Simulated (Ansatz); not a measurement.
SiO₂ (P4₁2₁2, No. 92) was calculated with PBE in Ansatz (plane waves, PAW).

Numerical settings: plane-wave cutoff 520 eV, 8×8×6 k mesh (along the axes of the cell as run), Fermi–Dirac smearing 0.01 eV, scalar-relativistic PAW data made under PBE.

On both sides of the equilibrium volume: at 14.991 Å³/atom the pressure is 0.32 GPa and the direct gap at Γ 5.545 eV; at 15.603 Å³/atom they are -0.31 GPa and 5.486 eV. The fitted bulk modulus is 15.7 GPa.

### Question
Work out the volume deformation potential of this gap and its pressure coefficient, in two ways.

### Answer
a_V = dE_g/d ln V = (5.486 − 5.545)/ln(15.603/14.991) = -1.47 eV. Since dP = −B d ln V, dE_g/dP = −a_V/B = 94 meV/GPa. Straight from the pressures: (5.545 − 5.486)/(0.32 − (-0.31)) = 94 meV/GPa. At this level and over this range the gap at Γ widens under pressure.

Note: the volume lies 7 % above that of the published cell.

Ansatz is a quantum-chemistry and plane-wave program.
